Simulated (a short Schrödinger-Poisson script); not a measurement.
From a short Schrödinger-Poisson script (our own, NumPy): one-band effective-mass equation with BenDaniel-Duke matching, electrons, heavy and light holes apart, hard walls at the outer ends, one valence edge for both holes (no strain splitting), no charge, excitons, band mixing or non-parabolicity; under a field the levels are quasi-bound states of a box, listed while three quarters of their weight lies within 4 nm of the wells.

System: single In0.15Ga0.85N/GaN quantum well.

From the first side: 12 nm GaN; 2 nm In0.15Ga0.85N, built-in field 1800 kV/cm; 12 nm GaN.

Constants are typed, rounded textbook-type inputs, not results; the design itself was drawn at random and stands for no fabricated device. In0.15Ga0.85N: direct gap (eV) 2.847, conduction-band edge (eV) 0, electron mass (mₑ) 0.1805, heavy-hole mass 1.7, light-hole mass 0.3. GaN: direct gap (eV) 3.43, conduction-band edge (eV) 0.408, electron mass (mₑ) 0.2, heavy-hole mass 1.9, light-hole mass 0.33.

The valence-band edge of each layer lies one gap below its conduction-band edge. The electron's potential energy rises along the stack by the applied field and, inside the well alone, by the built-in field (unscreened; none in the barriers). Mesh 0.03 nm at interfaces.

Task: Give the shift of e1-hh1 at 130 kV/cm (meV); the squared e1-hh1 overlap at zero applied field; the e1-hh1 transition at zero applied field (eV).

Result: shift of e1-hh1 at 130 kV/cm (meV): -19.0; squared e1-hh1 overlap at zero applied field: 0.31; e1-hh1 transition at zero applied field (eV): 2.924. Excitons, screening of the built-in field, fields in the barriers and alloy fluctuations are left out, and strain enters only through the typed gaps and offsets, so measured lines lie elsewhere.
